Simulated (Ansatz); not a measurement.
Consider Cu in the fcc (Cu type) structure (space group Fm-3m, No. 225; a = 3.5768 Å).

Calculations: plane-wave PAW DFT at the r2SCAN level (Ansatz, an electronic-structure program, 500 eV), no spin-orbit coupling.

For the base:

- Shortest interatomic distance = 2.529 Å

Now apply this change: a hydrostatic pressure of 22.5 GPa.

**Question.** Predict the new shortest interatomic distance.

**Answer.** The shortest interatomic distance shrinks by 0.087 Å (2.529 Å → 2.442 Å).

Load acts through the strain it causes; cell and atoms are relaxed under it. Whether these cells are dynamically stable was not tested. Competing high-pressure phases were not computed. All final runs are without spin polarisation.
